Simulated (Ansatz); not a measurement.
The starting structures come from a database of crystals and need not be the phases stable at ambient conditions.

By PBEsol, the system below comes out a metal.

Without scattering a metal conducts by its projected Fermi surface.

Data:

```
CELL_PARAMETERS angstrom
      3.97965     0.00000     0.00000
      0.00000     5.62807     0.00000
      0.00000     2.81404     2.81404
ATOMIC_POSITIONS crystal
  Sc 0.00000 0.00000 0.00000
  Pd 0.00000 0.50000 0.00000
  Pd 0.50000 0.00000 0.50000
  Pd 0.50000 0.50000 0.50000
```

The cell is taken as given; by PBEsol it stands under a pressure of -4.4 GPa.

The current flows along the normal of the first two printed cell vectors, the (110) plane of the conventional cell. No spin-orbit coupling; the value is a mean over 0.1 eV about the Fermi level.

Q: Compute, with PBEsol run with Ansatz (an electronic-structure program), the ballistic conductance per area.

A: 0.65 × 10¹⁵ S/m² for both spins.
